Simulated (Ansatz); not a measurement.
Corundum Ga2O3 (metastable phase), treated with rVV10 (plane waves, PAW; Ansatz, a program for electronic structure).

Settings: plane-wave cutoff 520 eV, 8×8×8 k mesh, Fermi–Dirac smearing 0.01 eV, scalar-relativistic PAW data made under PBE.

Energies at three volumes about the minimum:

```csv
V (Å³/atom),E − E_lowest (meV/atom)
9.982,2.60
10.185,0.00
10.389,2.38
```

Problem. Fit a parabola by hand: where is the minimum, and what is the bulk modulus?

Solution. Slopes: (0.00 − 2.60)/(10.185 − 9.982) = -12.808 and (2.38 − 0.00)/(10.389 − 10.185) = 11.667 meV/Å³. Curvature E″ = 2 × (11.667 − (-12.808))/(10.389 − 9.982) = 120.270 meV/Å⁶. From the middle of the first interval, the slope vanishes at V0 = 10.0835 − (-12.808)/120.270 = 10.190 Å³/atom. B = V0 E″ = 10.190 × 120.270 meV/Å³ × 0.1602 GPa per meV/Å³ = 196 GPa. The full Birch–Murnaghan fit to all volumes gives V0 = 10.186 Å³/atom and B0 = 196 GPa.

Shape and atoms are relaxed at each volume.

Measured, for comparison: bulk modulus 220 ± 9 GPa (room temperature, not corrected to a static lattice, equation of state from high-pressure X-ray diffraction, our sources range from 220 to 252; as tabulated in Phys. Rev. B 77, 094123 (2008), gallium oxide under pressure (UNLV record)). Computed (rounded) less measured: bulk modulus not scored (sources differ).

Note: the bulk modulus comes from volumes at which shape and atoms were relaxed.
